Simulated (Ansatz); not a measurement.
For AlB2-type LaCu₂, PBEsol in Ansatz (plane waves, PAW) gives:

| Item | Result |
|---|---|
| equilibrium lattice constant a | 4.268 Å |
| c axis length | 3.767 Å |

Q: What does r²SCAN+rVV10 (Ansatz, a quantum-chemistry and plane-wave program, plane waves, PAW) give for the same quantities?

A: 
- lattice constant a: 4.287 Å (rises by 0.4 %)
- lattice parameter c: 3.826 Å (rises by 1.6 %)

Changes are worked out from the printed values.

Unless a cell is named, each level is at its own relaxed cell (PBEsol 19.81, r²SCAN+rVV10 20.29 Å³/atom).

Ansatz's density-functional and Hartree–Fock values are scalar-relativistic unless marked +SOC, with PAW data made under PBE.
